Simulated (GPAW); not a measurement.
Input and output of a self-consistent single point for Li2Pd (P1, 3 atoms in the cell) (GPAW).

Method of the run: PBEsol, GPAW PAW datasets PBEsol (made by gpaw-setup) (plane waves; GPAW).

The change in words: atoms moved at random. Reference geometry:
```
Li2Pd
1.0
    4.20512     0.00000     0.00000
   -2.10256     3.64174     0.00000
    0.00000     0.00000     2.67986
Li Pd
2 1
Cartesian
  0.00000   2.42783   1.33993
  2.10256   1.21391   1.33993
  0.00000   0.00000   0.00000
```

Reference input (self-consistent single point, DFT PBEsol, plane waves, GPAW PAW datasets PBEsol (made by gpaw-setup)): mode = pw; ecut = 550 eV; xc = PBEsol; kpts = 9 9 12; mesh shift (steps) = 0 0 0; occupations.name = fermi-dirac; occupations.width = 0.1 eV; nbands = -11; convergence.density = 1e-05 e/electron; symmetry.symmorphic = false; symmetry.tolerance = 0.0005; maxiter = 120. This run's input differs from it in these lines:

```diff
@@ -8,5 +8,5 @@
                     [0.000000, 0.000000, 2.679860]],
-              scaled_positions=[[0.333333, 0.666667, 0.500000],
-                                [0.666667, 0.333333, 0.500000],
-                                [0.000000, 0.000000, 0.000000]],
+              scaled_positions=[[0.316050, 0.653450, 0.501438],
+                                [0.674245, 0.347635, 0.509166],
+                                [0.009706, -0.001085, -0.010604]],
               pbc=True)
```

Log, with long lists cut:

```
     iter     time        total  log10-change:
                         energy   eigst   dens
iter:   1 --:--:--   -15.068526
iter:   2 --:--:--   -11.743197   -1.46  -0.73
iter:   3 --:--:--    -9.531769   -0.76  -0.91
iter:   4 --:--:--    -9.537520   -1.78  -1.54
iter:   5 --:--:--    -9.646103   -1.98  -1.65
iter:   6 --:--:--    -9.501843   -2.15  -1.74
iter:   7 --:--:--    -9.507979   -3.13  -2.15
iter:   8 --:--:--    -9.490147   -3.08  -2.09
iter:   9 --:--:--    -9.488551   -3.51  -2.42
iter:  10 --:--:--    -9.488170c  -3.82  -2.69
iter:  11 --:--:--    -9.488340c  -4.15  -2.86
iter:  12 --:--:--    -9.488420c  -4.49  -3.10
   [... lines left out ...]
iter:  14 --:--:--    -9.488346c  -5.89  -3.41
iter:  15 --:--:--    -9.488326c  -6.69  -3.46
iter:  16 --:--:--    -9.488298c  -5.96  -3.53
iter:  17 --:--:--    -9.488294c  -6.35  -3.56
iter:  18 --:--:--    -9.488302c  -6.13  -3.57
iter:  19 --:--:--    -9.488301c  -7.39  -4.05
iter:  20 --:--:--    -9.488300c  -7.97c -4.11
iter:  21 --:--:--    -9.488301c  -7.94c -4.19
iter:  22 --:--:--    -9.488302c  -8.52c -4.43
iter:  23 --:--:--    -9.488304c  -7.94c -4.47
iter:  24 --:--:--    -9.488304c  -8.98c -4.89
iter:  25 --:--:--    -9.488303c  -8.51c -4.96
iter:  26 --:--:--    -9.488303c  -9.31c -5.37c
Converged after 26 iterations.

Dipole moment: (-0.940077, 0.085702, 0.461216) |e|*Ang

Energy contributions relative to reference atoms: (reference = -137562.671932)

Kinetic:         +0.139792
Potential:       -3.338563
External:        +0.000000
XC:              -6.112560
Entropy (-ST):   -0.029370
Local:           -0.162288
SIC:             +0.000000
--------------------------
Free energy:     -9.502988
Extrapolated:    -9.488303

Showing only first 2 kpts
 Kpt  Band  Eigenvalues  Occupancy
  0     7      3.16218    1.99997
  0     8      3.20988    1.99995
  0     9      8.16559    0.00000
  0    10      8.56556    0.00000

  1     7      2.93269    2.00000
  1     8      2.99145    1.99999
  1     9      8.51044    0.00000
  1    10      8.89963    0.00000

Fermi level: 4.26995

No gap
No difference between direct/indirect transitions
Energy (eV): -9.488303

Forces in eV/Ang:
  0 Li    0.22932    0.26309   -0.03950
  1 Li   -0.07382   -0.28840   -0.03238
  2 Pd   -0.15545    0.02523    0.07197

Stress tensor:
    -0.006793    -0.002390     0.000318
    -0.002390     0.003298    -0.000061
     0.000318    -0.000061     0.003488
Stress (GPa, Voigt): [-1.0883  0.5285  0.5588 -0.0097  0.0509 -0.383 ]
```

The run converged in 26 iterations. GPAW prints stress with tension positive. Against the reference run the free energy rises by 8.1 meV/atom, the pressure goes from -0.18 to 0.00 GPa and the largest force goes from 0.000 to 0.351 eV/Å.

The starting cell comes from a database of computed structures (which also holds hypothetical and non-ambient phases and stackings), without a prior relaxation at this level. For this run, on top of that: atoms moved at random. Spin polarisation is off.

Cost on one core of a shared machine: roughly 3 min.
